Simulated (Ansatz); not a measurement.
```
Cs2AgBiBr6
1.0
    7.72659     0.00000     0.00000
    3.86329     6.69142     0.00000
    3.86329    -2.23047     6.39965
Bi Ag Cs Br
1 1 2 6
Direct
  0.00000   0.00000   0.00000
  0.00000   0.50000   0.50000
  0.50100   0.24950   0.74850
  0.49900   0.75050   0.25150
  0.00050   0.74393   0.25507
  0.51114   0.74443   0.74493
  0.99950   0.25607   0.74493
  0.48886   0.25557   0.25507
  0.00050   0.25557   0.25507
  0.99950   0.74443   0.74493
```

No spin polarisation.

Computed with LDA in Ansatz (plane waves to 420 eV, PAW, no SOC). Settings: 5×5×5 k-points, 0.05 eV Fermi–Dirac smearing.

Q: Predict the gap character.

A: Indirect, F → L.

Q: What band gap does the calculation give?

A: 0.93 eV.

With Bi present, leaving out spin-orbit coupling can change the band edges. The cells carry an imposed strain or load. Stability against distortions was not tested. The cell was made from Cs$_{2}$AgBiBr$_{6}$ (space group Fm-3m, No. 225) by this change: biaxial strain −0.63 %, plane normal [111], relaxed out of plane.

Ansatz is a program for electronic structure.
